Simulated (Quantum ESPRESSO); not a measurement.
## Equation of state of cubic perovskite SrTiO3 (space group 221): energy against volume (Quantum ESPRESSO, PBE)

```
SrTiO3
1.0
    3.83556     0.00000     0.00000
    0.00000     3.83556     0.00000
    0.00000     0.00000     3.83556
Sr Ti O
1 1 3
Cartesian
  0.00000   0.00000   0.00000
  1.91778   1.91778   1.91778
  1.91778   0.00000   1.91778
  0.00000   1.91778   1.91778
  1.91778   1.91778   0.00000
```

Computed with PBE, GBRV 1.5 ultrasoft (PBE) pseudopotentials (plane waves; Quantum ESPRESSO). Settings: ecutwfc = 65 Ry; ecutrho = 520 Ry; occupations = smearing; smearing = fermi-dirac; degauss = 0.000734986 Ry; potentials = {Sr: sr_pbe_v1.uspp.F.UPF, Ti: ti_pbe_v1.4.uspp.F.UPF, O: o_pbe_v1.2.uspp.F.UPF}; K_POINTS = automatic 8 8 8 0 0 0; conv_thr = 1e-10 Ry; mixing_beta = 0.4. The cell above is the first row's. The rows scale it uniformly. In all rows fractional positions and the k mesh are held. E is the free energy at the stated smearing, counted from the lowest row.

```
V (Å^3/atom)  E (meV/atom)
------------  ------------
11.285               43.30
11.531               22.56
11.776                8.89
12.021                1.59
12.267                0.00
12.512                3.53
12.757               11.64
13.003               23.88
13.248                   ?
```

The 8 complete rows are fitted with the third-order Birch-Murnaghan form, a cubic in V^(-2/3), E against V. With u = V^(-2/3) - 0.190, the rows have u = 0.008762, 0.005924, 0.003197, 0.000563, -0.001993, -0.004455, -0.006838, -0.009156. Least squares gives E = 0.795 + 1214.56·u + 411779·u² + 393158·u³. Residuals (row less fit): -0.015, 0.037, -0.010, -0.019, -0.007, 0.008, 0.022, -0.013; standard error 0.027 (degrees of freedom: 4). Its minimum lies at u = -0.001478, so V0 = (0.188522)^(-3/2) = 12.22. There d²E/du² = 820100 and d³E/du³ = 2359000, so B0 = (4/9) × 12.22^(-7/3) × 820100 × 0.160218 = 170 GPa (the last factor turns the table's units into GPa), and B0' = 4 + (2/3) × 0.188522 × (2359000)/820100 = 4.4. The program's pressures in the fitted runs (not shown) pass through zero at V = 12.21, 0.02 % from this V0.

Question: Estimate the missing E (V = 13.248); what did the run itself give?

Answer: u = -0.011392, so E = 0.795 + 1214.56 × (-0.011392) + 411779 × (-0.011392)² + 393158 × (-0.011392)³ = 39.817 meV/atom. The calculation gives 39.81 meV/atom, 0.007 meV/atom below the prediction (under 0.05 % of the range of E in the table). The row lies outside the fitted rows, so this is an extrapolation. From the scatter of the fitted rows alone, a prediction at this place has a standard error of 0.064 meV/atom, so the miss is 0.1 times that.

Carrying the step between the two nearest rows on in a straight line would have given 36.07, off by 3.74; series whose last step already gives the withheld value aren't shown. The scan was laid around a cell of about the measured size, scaled by a guess for this functional. This is the room-temperature phase, which distorts on cooling and is held here by symmetry. The runs keep the symmetry of the cell, so they don't test it for distortions. Cutoffs and mesh are single choices, not tested for convergence of this quantity. Series with a scatter that would blur these digits, or in which a gap closes, are not shown. Nor are scans whose minimum lies at an end fitted in this form.
